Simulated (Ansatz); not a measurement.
Band structure of Y₂CN₂O₂ (P-3m1, 7 atoms in the cell).

```xyz
7
Lattice="3.6694 0.0000 0.0000 -1.8347 3.1778 0.0000 0.0000 0.0000 8.1035" Properties=species:S:1:pos:R:3 pbc="T T T"
Y      0.0000     2.1185     5.4903
Y      1.8347     1.0593     2.6132
C      0.0000     0.0000     0.0000
N      0.0000     0.0000     1.2167
N      0.0000     0.0000     6.8868
O      0.0000     2.1185     3.2143
O      1.8347     1.0593     4.8892
```

Level of theory: PBEsol, PAW files made with PBE (plane waves; Ansatz, a quantum-chemistry and plane-wave program).

Settings: basis.ecutwfc = 420 eV; kpoints.mp_grid.grid = 7 7 3; hamiltonian.xc = pbesol; hamiltonian.pseudopotentials = {kind: paw} (the program's default PAW files); scf.occupations.method = fixed; kpoints.band_path.npoints = 8.

The starting cell comes from a database of computed structures (which also holds hypothetical and non-ambient phases and stackings), without a prior relaxation at this level. Its lattice was rescaled by a random factor within 2.5 % of one.

Task: Predict the gap along the standard path and the places of the band edges.

Result: The gap along the path is 3.93 eV, direct at Γ to within 0.01 eV.

Levels in eV from the top of the valence band on the path, bands 21 to 28:
```
point     21     22     23     24    25    26    27    28
-----  -----  -----  -----  -----  ----  ----  ----  ----
Γ      -2.25  -0.70  -0.01  -0.01  3.93  5.30  5.59  5.59
M      -1.54  -1.09  -0.59  -0.34  4.73  5.23  5.60  6.16
K      -1.61  -0.80  -0.50  -0.50  4.16  5.50  5.50  5.74
A      -2.64  -0.83  -0.03  -0.03  4.10  5.36  5.60  5.60
L      -1.13  -1.07  -0.86  -0.54  4.79  5.69  5.74  6.07
H      -1.84  -0.80  -0.76  -0.76  4.23  5.65  5.80  5.80
```

Keys are those of Ansatz 0.2.
